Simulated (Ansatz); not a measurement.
## SnO: response to strain

The reference is SnO (space group P4/nmm, No. 129; a = 3.837 Å, c = 4.759 Å; layered, stacked along the Cartesian z axis). Axes: x, y, z lie along a, b, c of the conventional cell.

Strains are applied to the cell and any free atomic positions relax.

Level of theory: PBE-D3(BJ)/PAW in Ansatz (a quantum-chemistry and plane-wave program), no spin-orbit coupling.

Notes on the quantities. pressure: mean of the normal stresses, compression positive.

| change | volume per atom | pressure | largest internal atomic displacement |
|---|---|---|---|
| base | 17.52 Å³ | 0.0 GPa | – |
| uniaxial strain ε_zz = −3.00 % | 16.99 Å³ | 0.8 GPa | 0.028 Å |
| uniaxial strain ε_zz = −2.40 % | 17.10 Å³ | 0.6 GPa | 0.022 Å |
| uniaxial strain ε_zz = −1.80 % | 17.20 Å³ | 0.5 GPa | 0.017 Å |
| uniaxial strain ε_zz = −1.20 % | 17.31 Å³ | … | … |
| uniaxial strain ε_zz = −0.60 % | 17.41 Å³ | 0.1 GPa | – |

Question: Complete the table.

Answer: 
- uniaxial strain ε_zz = −1.20 %, pressure: 0.3 GPa
- uniaxial strain ε_zz = −1.20 %, largest internal atomic displacement: 0.011 Å

Stability against distortions was not tested. All final runs are without spin polarisation.
